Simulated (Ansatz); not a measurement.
Cell and atoms of amorphous Ti$_{20}$O$_{39}$F$_{2}$:

```yaml
crystal:
  lattice:
    - [9.21242, 0.00000, 0.00000]
    - [0.00000, 9.21242, 0.00000]
    - [0.00000, 0.00000, 9.21242]
  atoms:
    - { symbol: Ti, position: [0.07503, 0.46883, 0.42869] }
    - { symbol: Ti, position: [0.48019, 0.71857, 0.23701] }
    - { symbol: Ti, position: [0.83378, 0.70017, 0.83669] }
    - { symbol: Ti, position: [0.23134, 0.16176, 0.36280] }
    - { symbol: Ti, position: [0.84053, 0.62131, 0.17233] }
    - { symbol: Ti, position: [0.49873, 0.75780, 0.63068] }
    - { symbol: Ti, position: [0.40682, 0.00408, 0.10332] }
    - { symbol: Ti, position: [0.76664, 0.37927, 0.63327] }
    - { symbol: Ti, position: [0.74735, 0.97274, 0.06173] }
    - { symbol: Ti, position: [0.31800, 0.04709, 0.72525] }
    - { symbol: Ti, position: [0.71710, 0.04342, 0.68923] }
    - { symbol: Ti, position: [0.11623, 0.29244, 0.78643] }
    - { symbol: Ti, position: [0.67588, 0.28559, 0.97880] }
    - { symbol: Ti, position: [0.89728, 0.07462, 0.40742] }
    - { symbol: Ti, position: [0.97121, 0.29346, 0.12060] }
    - { symbol: Ti, position: [0.11143, 0.80470, 0.31464] }
    - { symbol: Ti, position: [0.37999, 0.36083, 0.58304] }
    - { symbol: Ti, position: [0.17999, 0.66672, 0.67425] }
    - { symbol: Ti, position: [0.43542, 0.57759, 0.89819] }
    - { symbol: Ti, position: [0.14262, 0.58890, 0.05278] }
    - { symbol: O, position: [0.56708, 0.87378, 0.13443] }
    - { symbol: O, position: [0.77224, 0.17743, 0.52083] }
    - { symbol: O, position: [0.12948, 0.09578, 0.73430] }
    - { symbol: O, position: [0.89036, 0.45743, 0.48969] }
    - { symbol: O, position: [0.25878, 0.36487, 0.39982] }
    - { symbol: O, position: [0.65327, 0.61431, 0.22627] }
    - { symbol: O, position: [0.29549, 0.83708, 0.66332] }
    - { symbol: O, position: [0.68385, 0.21934, 0.78553] }
    - { symbol: O, position: [0.59102, 0.12310, 0.05717] }
    - { symbol: O, position: [0.34713, 0.13760, 0.51853] }
    - { symbol: O, position: [0.77824, 0.93633, 0.84710] }
    - { symbol: O, position: [0.32348, 0.16206, 0.19391] }
    - { symbol: O, position: [0.95064, 0.58840, 0.96807] }
    - { symbol: O, position: [0.40644, 0.57113, 0.67454] }
    - { symbol: O, position: [0.56912, 0.37384, 0.55648] }
    - { symbol: O, position: [0.04301, 0.49648, 0.21932] }
    - { symbol: O, position: [0.15605, 0.44659, 0.63412] }
    - { symbol: O, position: [0.34436, 0.99790, 0.91964] }
    - { symbol: O, position: [0.09820, 0.99012, 0.39226] }
    - { symbol: O, position: [0.32209, 0.87159, 0.24147] }
    - { symbol: O, position: [0.11213, 0.76774, 0.11478] }
    - { symbol: O, position: [0.54225, 0.72692, 0.85884] }
    - { symbol: O, position: [0.36153, 0.60564, 0.10509] }
    - { symbol: O, position: [0.34199, 0.26725, 0.75780] }
    - { symbol: O, position: [0.80489, 0.77756, 0.04568] }
    - { symbol: O, position: [0.99984, 0.72184, 0.72484] }
    - { symbol: O, position: [0.93492, 0.30757, 0.73485] }
    - { symbol: O, position: [0.16044, 0.65729, 0.45363] }
    - { symbol: O, position: [0.01683, 0.23284, 0.31909] }
    - { symbol: O, position: [0.75447, 0.52807, 0.76729] }
    - { symbol: O, position: [0.48159, 0.72815, 0.43906] }
    - { symbol: O, position: [0.22503, 0.60596, 0.86733] }
    - { symbol: O, position: [0.80032, 0.39778, 0.11020] }
    - { symbol: O, position: [0.53552, 0.97560, 0.66271] }
    - { symbol: O, position: [0.11677, 0.33862, 0.98809] }
    - { symbol: O, position: [0.80111, 0.00625, 0.25897] }
    - { symbol: O, position: [0.87491, 0.14705, 0.02837] }
    - { symbol: O, position: [0.92357, 0.73826, 0.31675] }
    - { symbol: O, position: [0.53685, 0.41599, 0.95837] }
    - { symbol: F, position: [0.87998, 0.94675, 0.57365] }
    - { symbol: F, position: [0.70454, 0.75314, 0.62803] }
```

Methods: PBE, scalar-relativistic without spin-orbit coupling (Ansatz, a first-principles code); r2SCAN, scalar-relativistic without spin-orbit coupling (Ansatz); HSE06, scalar-relativistic without spin-orbit coupling (Ansatz). Neutral PBE cell, which sets geometry, pressure and energy: sampling: a 2×2×2 Γ-centred mesh; Fermi-Dirac width 0.02 eV; no spin polarisation. Exact exchange is cut at the faces of this 9 Å cell, which leaves hybrid gaps a finite-size error.

Preparation: random packing, a CHGNet melt and quench, and a DFT relaxation. O and F atoms were pushed apart under 1.9 Å during the dynamics, to hinder bonds among them. The hot cell started wider than the set density and was brought back towards it in steps. It is the lowest in DFT energy of 2 quenches. It is a model cell: composition and starting density were chosen by hand, and all elements were melted together. No dispersion term was used. Its density started from a set value of 3.58 and ended at 3.44 g/cm³. The simulated quench (nominally 300 K/ps over its main leg) is rapid and tends to freeze in more defects than a deposited or slowly cooled glass has. A cell of this size samples the disorder only roughly. The volume was free in the relaxation, at fixed shape. Cycles of charging lowered its energy after that relaxation.

Q: Give the pressure and the spacing of the highest filled and lowest empty levels.

A: 
Pressure on a 2×2×2 Γ-centred mesh: 0.63 GPa
Largest force and stress component on that mesh (the relaxation ran on the zone centre alone): 0.10 eV/Å and 2.2 GPa
Level gap on a 2×2×2 Γ-centred mesh (PBE): 2.29 eV
Level gap at the zone centre (PBE): 2.36 eV
Level gap at the zone centre (r2SCAN): 2.69 eV
Level gap at the zone centre (HSE06): 3.87 eV
Distance between the nearest levels spread over more than a fifth of the atoms or a third of the atoms of their main element (six at least) (PBE, zone centre): 2.61 eV

Q: At PBE and the zone centre, how localised are the states just below and above the Fermi level (participation number: the atoms over which a state spreads)?

A: The highest filled state is spread over 7.3 atoms' worth, largest on O33, with weights by element (charge in smoothed Voronoi cells) O 0.93, Ti 0.07, F 0.00. The lowest empty state is spread over 7.2 atoms' worth, largest on Ti9, with weights by element (charge in smoothed Voronoi cells) Ti 0.82, O 0.17, F 0.01.

At PBE the levels at the filled edge of the gap are localised (band-tail or defect states).

Bonds are counted up to Ti-Ti 3.12 Å, Ti-O 2.54 Å, Ti-F 2.39 Å, O-O 1.58 Å, O-F 1.48 Å, F-F 1.37 Å. Two cations that share two anions don't count as bonded, nor two that share one unless they lie closer than Ti-Ti 3.04 Å.

Added carriers, by PBE, scalar-relativistic without spin-orbit coupling run with Ansatz on the zone centre alone. Charged cells keep the cell fixed and stand in a uniform background, with no image correction, at a width of 0.01 eV; where the count is odd the moment is locked at 1 μB, unless the neutral cell bore moments. Each starts from the undistorted neutral geometry alone. PBE's self-interaction favours spread-out carriers, so it can miss traps that a hybrid finds.

Q: What happens at PBE when the cell takes an extra electron and the atoms relax?

A: Relaxation lowers the charged cell by 0.11 eV. The largest moves are O48 0.11 Å, Ti18 0.09 Å, Ti1 0.08 Å, Ti10 0.08 Å. The level that holds the added charge spreads over 5.5 atoms' worth, most on Ti1 (weight 0.33): a localised (trapped) carrier, which neighbours of that atom can share. No bond crosses its cut-off with a change of over 0.15 Å (metal-metal contacts aside). Made neutral again at that geometry, the cell lies +0.31 eV from the neutral start.

Q: What happens at PBE when the cell takes a hole and the atoms relax?

A: Relaxation lowers the charged cell by 0.40 eV. The largest moves are O33 0.18 Å, O40 0.16 Å, Ti20 0.16 Å, O41 0.12 Å. The level that was emptied spreads over 4.4 atoms' worth, most on O41 (weight 0.38): a localised (trapped) carrier, which neighbours of that atom can share. No bond crosses its cut-off with a change of over 0.15 Å (metal-metal contacts aside). Made neutral again at that geometry, the cell lies +0.77 eV from the neutral start.
